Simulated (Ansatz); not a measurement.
Here is the system:

```yaml
crystal:
  lattice:
    - [6.02377, 0.00000, 0.00000]
    - [0.00000, 6.02377, 0.00000]
    - [0.00000, 0.00000, 3.65200]
  atoms:
    - { symbol: Hf, position: [0.00000, 0.00000, 0.00000] }
    - { symbol: Hf, position: [0.50000, 0.50000, 0.50000] }
    - { symbol: S, position: [0.19895, 0.80105, 0.50000] }
    - { symbol: S, position: [0.80105, 0.19895, 0.50000] }
    - { symbol: S, position: [0.69895, 0.69895, 0.00000] }
    - { symbol: S, position: [0.30105, 0.30105, 0.00000] }
```

A single point on HfO2 with a change (O → S), its geometry relaxed with PBEsol.

Calculations: PBEsol (Ansatz, a program for electronic structure; PAW; 420 eV plane waves; noncollinear with spin-orbit coupling). Settings: 6×6×9 k-points, 0.05 eV Fermi–Dirac smearing.

**Question.** Predict the band gap, smallest direct gap, gap character and pressure.

**Answer.** 
```json
{
 "band_gap": "0.26 eV",
 "smallest_direct_gap": "0.28 eV",
 "gap_character": "indirect, M–Γ (89 % along) → Γ",
 "pressure": "-0.17 GPa"
}
```

Single points use the geometry relaxed with PBEsol. Stability against distortions was not tested. The cell was made from HfO2 by this change: O → S; the result is a hypothetical phase, not in the database extracts checked. The zero or small gap of HfS2 can change with the level of theory.
